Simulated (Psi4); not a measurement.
Psi4 1.11, PBE0/def2-tzvp: Hf(O)(Cl)(OMe) (C[O][Hf](=[O])[Cl]), 8 atoms. The geometry is a generated start, not checked to be a minimum at this level.

```json
{
 "task": "energy",
 "method": "pbe0",
 "basis": "def2-tzvp",
 "memory": "3 GB",
 "maxiter": "100",
 "keys_of_the_molecule_block": "symmetry c1",
 "scf_type": "df (default)",
 "e_convergence": "1e-06 (default)",
 "d_convergence": "1e-06 (default)",
 "dft_radial_points": "75 (default)",
 "dft_spherical_points": "302 (default)",
 "effective_core_potentials": "those of the basis set, past Kr",
 "basis_functions": "188",
 "grid_points": "173211"
}
```

```xyz
8

Hf     0.7366     0.1092     1.4321
O      0.2862    -0.7541     2.8844
Cl     0.8961     2.2668     2.0108
O     -0.5320    -0.1053     0.0632
C     -0.3666    -0.3334    -1.3153
H      0.2005    -1.2554    -1.5078
H     -1.3579    -0.4471    -1.7678
H      0.1371     0.5193    -1.7997
```

Charge 0 and multiplicity 1 are set for this test and not shown to be the ground state.

With the defaults (diis = true, scf_initial_accelerator = adiis, damping_percentage = 0, guess = auto, which took SAD, diis_max_vecs = 10, level_shift = 0, level_shift_cutoff = 0.01, soscf = false) it converges in 10 SCF iterations. One run each on 2 threads, with these changes:
- level_shift = 0.1, level_shift_cutoff = 0.001
- scf_initial_accelerator = none
- soscf = true
- diis_max_vecs = 20
- guess = sadno
- guess = sap
- diis = false, scf_initial_accelerator = none, damping_percentage = 60
- diis_max_vecs = 6
- guess = sapgau

Q: Name the settings that don't reach the solution of the defaults.

A: No convergence: diis = false, scf_initial_accelerator = none, damping_percentage = 60 (the run ends without SCF convergence in 100 iterations). The rest reach the solution of the defaults.

```csv
setting,SCF iterations,JK calls,end
soscf = true,8,29,same solution
the defaults,10,11,same solution
diis_max_vecs = 20,10,11,same solution
scf_initial_accelerator = none,11,12,same solution
diis_max_vecs = 6,11,12,same solution
"level_shift = 0.1, level_shift_cutoff = 0.001",11,12,same solution
guess = sadno,13,13,same solution
guess = sapgau,16,16,same solution
guess = sap,17,17,same solution
"diis = false, scf_initial_accelerator = none, damping_percentage = 60",100,101,no convergence
```

An SOSCF iteration holds several JK calls; a Hückel guess adds calls on atoms. 1 further run of the study ended by our limits or in an error and is left out.
